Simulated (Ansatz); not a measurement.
For Be (model structure, started from the diamond type, Fd-3m, No. 227, 2 atoms in the cell), PBE (plane waves, PAW; Ansatz, a quantum-chemistry and plane-wave program) gives:

* **lattice parameter a**: 4.898 Å
* **cohesive energy**: 2.09 eV/atom

What does r²SCAN (plane waves, PAW; Ansatz) give for the same quantities?


- lattice constant a: 4.930 Å (increases by 0.7 %)
- cohesive energy: 2.08 eV/atom (stays essentially unchanged)

Changes are worked out from the printed values.

Unless a cell is named, each level is at its own relaxed cell (PBE 14.69, r²SCAN 14.98 Å³/atom).

Ansatz's density-functional and Hartree–Fock values are scalar-relativistic unless marked +SOC, with PAW data made under PBE.

A model structure was made by putting elements into a prototype or built by hand; it is no filed structure, need not be a known phase, and can be a saddle point held by its symmetry.
